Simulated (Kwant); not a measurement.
Model: Hückel tight-binding model, one pz orbital an atom, one spin, coherent transport at 0 K (Kwant). Conductance is in e²/h.

System: π system c1cc2cccc3c4cccc5cccc(c(c1)c23)c54 between two chain leads. The π system is taken as planar. Atoms are numbered from 0 in the order of the SMILES. Site energies (eV, carbon 0): [0.0, 0.0, 0.0, 0.0, 0.0, 0.0, 0.0, 0.0, 0.0, 0.0, 0.0, 0.0, 0.0, 0.0, 0.0, 0.0, 0.0, 0.0, 0.0, 0.0]. Bonds (i, j, β in eV): (0,1,-3) (1,2,-3) (2,3,-3) (3,4,-3) (4,5,-3) (5,6,-3) (6,7,-3) (7,8,-3) (8,9,-3) (9,10,-3) (10,11,-3) (11,12,-3) (12,13,-3) (13,14,-3) (14,15,-3) (15,16,-3) (16,17,-3) (16,18,-3) (15,19,-3) (17,0,-3) (18,2,-3) (18,6,-3) (19,7,-3) (19,11,-3). Leads: chains of hopping −4.5 eV, joined by −0.6 eV to atoms 0 and 5.

Site energies and bond integrals are typed Hückel values.

Sweep values stay those of the base run.

One input was changed, with this effect: transmission at E = 0 0.00032 → 0.00088.

Problem. Which change was it?
A) contacts moved from atoms [0, 5] to [1, 5]
B) contacts moved from atoms [0, 5] to [1, 17]
C) contacts moved from atoms [0, 5] to [0, 3]
D) contacts moved from atoms [0, 5] to [5, 8]
E) contacts moved from atoms [0, 5] to [0, 9]
F) contacts moved from atoms [0, 5] to [1, 3]

Solution. D, contacts moved from atoms [0, 5] to [5, 8]
